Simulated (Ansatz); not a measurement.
Given:

```yaml
crystal:
  lattice:
    - [-1.65596, 1.65596, 1.65596]
    - [1.65596, -1.65596, 1.65596]
    - [1.65596, 1.65596, -1.65596]
  atoms:
    - { symbol: Nb, position: [0.00000, 0.00000, 0.00000] }
```

All values below come from PBE, DFPT electron-phonon coupling, linearised Boltzmann equation (plane waves, PAW, scalar-relativistic; Ansatz, a quantum-chemistry and plane-wave program). Condition of this run: functional PBE. Geometry: relaxed with this functional, without spin-orbit coupling.

### Question
Predict the intrinsic resistivity at 300 K.

### Answer
17.9 μΩ·cm.

### Question
And the electrons' mean free path at that temperature?

### Answer
2.6 nm, weighted by the current that each state carries. Wires not much wider than this gain resistivity from their walls.

A metal at this level (no band gap). Only scattering by harmonic phonons is included (no impurities, grain boundaries, electron-electron scattering or thermal expansion). Spin-orbit coupling is left out. The squared frequency of the phonon mode least converged on the k mesh is uncertain by about 10 %. The run warned that the eigensolver left some states short of its tolerance. Halving the electron mesh (36x36x36) moves the resistivity by up to 2 % at 300 K, the mean free path by up to 4 %. Smearing 0.20 eV; phonons on a 6x6x6 q mesh, which this run doesn't test.
